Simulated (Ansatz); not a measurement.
Data:

```
CdTe
1.0
    0.00000     3.24143     3.24143
    3.24143     0.00000     3.24143
    3.24143     3.24143     0.00000
Te Cd
1 1
Direct
  0.75000   0.75000   0.75000
  0.00000   0.00000   0.00000
```

No spin polarisation.

Calculations: Ansatz (a quantum-chemistry and plane-wave program), r2SCAN, PAW, cutoff 500 eV, no spin-orbit coupling. Γ-centred 9×9×9 mesh, Fermi–Dirac width 0.05 eV.

Task: Predict the gap character, electron mass, band gap and hole mass.

Result: Gap character: direct at Γ
Electron mass: 0.095 mₑ (at Γ)
Band gap: 1.28 eV
Hole mass (degenerate bands, along [100]): 0.097, 0.52, 0.52 mₑ (at Γ)

With Te present, leaving out spin-orbit coupling can change the band edges. The cells carry an imposed strain or load. Masses are band curvatures over ±0.01 Å⁻¹ around the edge. No phonon test of stability was made. The cell was made from CdTe in the zinc blende structure (space group F-43m, No. 216) by this change: isotropic strain −1.14 %.
